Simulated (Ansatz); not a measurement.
Partial pair distribution functions of a relaxed model of amorphous Ba12Ti12O36, broadened by 0.06 Å; density 4.66 g/cm³. The numbers are results of PBE, scalar-relativistic without spin-orbit coupling (plane waves to 420 eV, PAW; Ansatz, a quantum-chemistry and plane-wave program), not measurements.

The cell was made by melting and quenching with the CHGNet potential and then relaxed with DFT. O atoms were pushed apart under 1.9 Å during the dynamics, to hinder bonds among them. The hot cell started wider than the set density and was brought back towards it in steps. It is the lowest in DFT energy of 2 quenches. It is a model cell: composition and starting density were chosen by hand, and all elements were melted together. No dispersion term was used. Its density started from a set value of 4.93 and ended at 4.66 g/cm³. The quench (nominally 280 K/ps over its main leg) was far faster than any real one, so the model tends to hold more defects than a real film. A cell of this size samples the disorder only roughly. The volume was free in the relaxation, at fixed shape. Stress components on the final sampling reach 1.5 GPa.

| r (Å) | g Ba-O | g Ti-O | g Ba-Ba | g Ti-Ti |
|---|---|---|---|---|
| 1.55 | 0.00 | 0.00 | 0.00 | 0.00 |
| 1.65 | 0.00 | 0.31 | 0.00 | 0.00 |
| 1.75 | 0.00 | 4.39 | 0.00 | 0.00 |
| 1.85 | 0.00 | 8.80 | 0.00 | 0.00 |
| 1.95 | 0.00 | 8.82 | 0.00 | 0.00 |
| 2.05 | 0.00 | 4.94 | 0.00 | 0.00 |
| 2.15 | 0.00 | 1.77 | 0.00 | 0.00 |
| 2.25 | 0.00 | 0.65 | 0.00 | 0.00 |
| 2.35 | 0.07 | 0.31 | 0.00 | 0.00 |
| 2.45 | 0.66 | 0.14 | 0.00 | 0.00 |
| 2.55 | 1.72 | 0.22 | 0.00 | 0.00 |
| 2.65 | 3.98 | 0.35 | 0.00 | 0.00 |
| 2.75 | 5.21 | 0.12 | 0.00 | 0.24 |
| 2.85 | 3.36 | 0.02 | 0.00 | 2.23 |
| 2.95 | 1.87 | 0.17 | 0.00 | 3.49 |
| 3.05 | 1.52 | 0.20 | 0.00 | 1.50 |
| 3.15 | 1.56 | 0.10 | 0.00 | 0.62 |
| 3.25 | 1.04 | 0.10 | 0.00 | 1.42 |
| 3.35 | 0.50 | 0.23 | 0.01 | 1.67 |
| 3.45 | 0.52 | 0.34 | 0.24 | 1.81 |
| 3.55 | 0.55 | 0.30 | 0.79 | 1.27 |
| 3.65 | 0.45 | 0.64 | 1.10 | 1.28 |
| 3.75 | 0.25 | 0.66 | 1.93 | 1.46 |
| 3.85 | 0.40 | 0.78 | 1.11 | 1.46 |
| 3.95 | 0.50 | 1.06 | 0.96 | 1.05 |
| 4.05 | 0.73 | 1.24 | 0.74 | 1.06 |
| 4.15 | 0.64 | 1.33 | 2.18 | 0.62 |
| 4.25 | 0.36 | 1.57 | 1.81 | 0.42 |
| 4.35 | 0.46 | 1.36 | 2.67 | 0.31 |
| 4.45 | 0.76 | 1.56 | 2.86 | 0.28 |
| 4.55 | 0.77 | 1.91 | 1.94 | 0.08 |
| 4.65 | 1.11 | 1.61 | 1.55 | 0.42 |
| 4.75 | 1.42 | 1.16 | 0.99 | 0.70 |
| 4.85 | 1.98 | 1.03 | 0.75 | 0.34 |
| 4.95 | 1.67 | 0.77 | 0.93 | 0.52 |

Within 3.72 Å each Ba has 8.75 O neighbours on average.
